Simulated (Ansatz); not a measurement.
**InP in the zinc blende structure (space group F-43m, No. 216)**

```yaml
crystal:
  lattice:
    - [0.00000, 2.95366, 2.95366]
    - [2.95366, 0.00000, 2.95366]
    - [2.95366, 2.95366, 0.00000]
  atoms:
    - { symbol: P, position: [0.75000, 0.75000, 0.75000] }
    - { symbol: In, position: [0.00000, 0.00000, 0.00000] }
```

Level of theory: r2SCAN (Ansatz, a quantum-chemistry and plane-wave program), spin-orbit coupling left out, earlier PAW set. Γ-centred 10×10×10 mesh, Fermi–Dirac width 0.05 eV.

The volume per atom comes out as 25.77 Å³ and the density is 4.70 g/cm³. The band gap is 1.02 eV, direct at Γ and the electron mass is 0.073 mₑ. The hole mass (degenerate bands, along [100]) comes out as 0.073, 0.44, 0.44 mₑ, the lowest conduction-band minima above the VBM is Γ 1.02 eV; L along ⟨111⟩ 1.79 eV; X along ⟨100⟩ 2.04 eV and the total energy comes out as -3185.901 eV/atom (σ→0; compares only within this code and set-up).

Effective masses come from finite differences of ±0.01 Å⁻¹. Whether these cells are dynamically stable was not tested.
